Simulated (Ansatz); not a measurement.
System: CsSnBr3 (Pm-3m, No. 221, 5 atoms in the cell; start mp-27214). Method: PBE0 in Ansatz (PAW).

Output (set-up and result lines):

```
WARN output.stress: scf.exx.energy_threshold = 1e-6 eV is looser than the 5e-8 eV advised for a stress under a hybrid functional (1e-8 eV for each atom of the …
Crystal: 5 atoms, lattice volume = 191.636 Å³
Basis set: ecut = 460 eV, 4337 PW (Γ), exchange–correlation on 90×90×90 points (8 copies of the dense FFT grid, shifted against one another)
Bands: 27, of which v1, the nominal top of the filled ones, is band 22 counted from 1 (21 counted from 0)
Symmetry: 48 space group operations
Space group: Pm-3m (ITA 221), of the structure as read, at distance tolerance 5.8e-5 Å
k-points: 10 of 64
Initial density: superposition of atomic densities (chi_scale 0.1, normalization cell, long waves kept (reshape's long-wave potential 0.00 eV rms))
Functional: x = pbe(κ = 0.804, μ = 0.2195149727645171), c = pbe(β = 0.06672455060314922), warm-up for x = 0.75 pbe(κ = 0.804, μ = 0.2195149727645171) + 0.25 exact, c = pbe(β = 0.06672455060314922)
SCF iter   1: F=—  HF=-20051.635719 eV  |F-HF|=—  |Δ(HF+E_count)|=         —  Δρ=2.17e-2  dr2=1.72e0
SCF iter   2: F=—  HF=-20050.897963 eV  |F-HF|=—  |Δ(HF+E_count)|=   7.38e-1  Δρ=6.68e-3  dr2=1.34e-1
  ...
Crystal: 5 atoms, lattice volume = 191.636 Å³
Initial density: handed on by an earlier stage of this run
Functional: x = 0.75 pbe(κ = 0.804, μ = 0.2195149727645171) + 0.25 exact, c = pbe(β = 0.06672455060314922)
Crystal: 5 atoms, lattice volume = 191.636 Å³
SCF iter   4: F=—  HF=-20063.590844 eV  |F-HF|=—  |Δ(HF+E_count)|=   7.74e-8  Δρ=1.06e-6  dr2=3.43e-9
SCF iter   5: F=-20063.590844 eV  HF=-20063.590844 eV  |F-HF|=7.28e-11  |Δ(HF+E_count)|=   1.43e-9  Δρ=2.80e-7  dr2=2.79e-10
SCF 3 converged in 5 iterations: F = -20063.590844 eV  dr2 = 2.79e-10
Free energy (F): -20063.590844 eV
Internal energy: -20063.590844 eV  (E = F + TS)
E sigma→0 (E₀):  -20063.590844 eV
Fermi energy:    5.312291 eV
--- Stress (GPa, compression-positive) ---
        1.300645       0.000000       0.000000
        0.000000       1.300645       0.000000
        0.000000       0.000000       1.300645
  P = ⅓ Tr σ = 1.3006 GPa (13.006 kbar)
```

Problem. Write an input file that could have produced this run (the log leaves some choices open).

Solution. Several could match; the one computed here: 
Ansatz 0.2 input:
```yaml
crystal:
  lattice:
    - [5.7653480717, 0.0, 0.0]
    - [0.0, 5.7653480717, 0.0]
    - [0.0, 0.0, 5.7653480717]
  atoms:
    - { symbol: Cs, position: [0.0, 0.0, 0.0] }
    - { symbol: Sn, position: [0.5, 0.5, 0.5] }
    - { symbol: Br, position: [0.5, 0.0, 0.5] }
    - { symbol: Br, position: [0.0, 0.5, 0.5] }
    - { symbol: Br, position: [0.5, 0.5, 0.0] }
basis:
  ecutwfc: 460
  ecutrho_ratio: 4
  xc_grid: 2
kpoints:
  mp_grid: { grid: [4, 4, 4] }
hamiltonian:
  xc: pbe0
  dispersion: none
  pseudopotentials: { azcp: { folder: ./paw }, kind: paw }
scf:
  occupations: { method: fermi_dirac, width: 0.01 }
  convergence: { dr2_threshold: 0.0000000005 }
output:
  forces: true
  stress: true
  eigenvalues: true
```

The PAW data were made under PBE.

Note: cell and atoms aren't relaxed at this level (pressure 1.3 GPa).

Cost on a shared machine: around 100 core-seconds (rough).

A start named mp-… is a Materials Project structure, which need not be a measured phase.

Ansatz is a quantum-chemistry and plane-wave program.
